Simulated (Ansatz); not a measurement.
**GaSb (model structure, started from the WC type, P-6m2, No. 187, 2 atoms in the cell)**

The numbers are results of r²SCAN (PAW; Ansatz, a quantum-chemistry and plane-wave program), not measurements.

Numerical settings: plane-wave cutoff 500 eV, 12×12×12 k mesh, Fermi–Dirac smearing 0.05 eV, scalar-relativistic PAW data made under PBE.

Cell (relaxed at this level):

```
GaSb
1.0
    4.02400     0.00000     0.00000
   -2.01200     3.48489     0.00000
    0.00000     0.00000     3.52154
Ga Sb
1 1
Direct
  0.00000   0.00000   0.00000
  0.66667   0.33333   0.50000
```

| Property | Result |
|---|---|
| band gap | none |

Note: the relaxation could raise the start's symmetry but not lower it, so the cell can be a saddle point.

Spin–orbit coupling is not included.

Computed values are for the static lattice.

The result took roughly 2.7 core-minutes.

A model structure was made by putting elements into a prototype or built by hand; it is no filed structure, need not be a known phase, and can be a saddle point held by its symmetry.
